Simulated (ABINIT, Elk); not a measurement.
An ABINIT input for a self-consistent single point of WSi2 (I4/mmm, 3 atoms in the cell) (DFT, PBE, plane waves, norm-conserving pseudopotentials (PseudoDojo nc-sr-05 PBE standard)):

```
# WSi2, PseudoDojo nc-sr-05 PBE standard
pp_dirpath "./"
pseudos "Si.upf, W.upf"
acell 4.5923792657 4.5923792657 4.5923792657 Angstrom
rprim
        -0.3546645226    0.3546645226    0.8651162655
         0.3546645226   -0.3546645226    0.8651162655
         0.3546645226    0.3546645226   -0.8651162655
natom 3
ntypat 2
znucl 14 74
typat 1 1 2
xcart
        -0.0000000000   -0.0000000000    9.9853371444
        -0.0000000000   -0.0000000000    5.0302074336
         0.0000000000    0.0000000000    0.0000000000
ecut 1007 eV
ixc 11
occopt 7
tsmear 0.00183747
nband 16
kptopt 1
ngkpt 14 14 14
nshiftk 1
shiftk 0 0 0
nstep 100
tolvrs 1.0e-11
prtwf 0
prtden 0
prtvol 1
enunit 1
```

Task: Give the Elk input for the same structure, mesh, smearing and functional.

Result: This is the input that was run; spellings and numerical settings could be chosen otherwise.

```
tasks
  0

xctype
  20

rgkmax
  8.0

gmaxvr
  14.0

nxlo
  2

lorbcnd
  .true.

lmaxi
  2

stype
  0

swidth
  0.00183747

maxscl
  100

avec
   -3.0778989844    3.0778989844    7.5077722890
    3.0778989844   -3.0778989844    7.5077722890
    3.0778989844    3.0778989844   -7.5077722890

atoms
  2
  'Si.in'
  2
  0.6650000000  0.6650000000  0.0000000000    0.0 0.0 0.0
  0.3350000000  0.3350000000  0.0000000000    0.0 0.0 0.0
  'W.in'
  1
  0.0000000000  0.0000000000  0.0000000000    0.0 0.0 0.0

ngridk
  14 14 14
```

Basis, cutoffs, solver keys and any potentials are the target program's own. This input uses DFT, PBE, all-electron FP-LAPW, Elk's shipped species files, APW+lo basis with extra local orbitals.

The starting cell has typed, rounded lattice constants, without a prior relaxation at this level. Its lattice was rescaled by a random factor within 2.5 % of one.
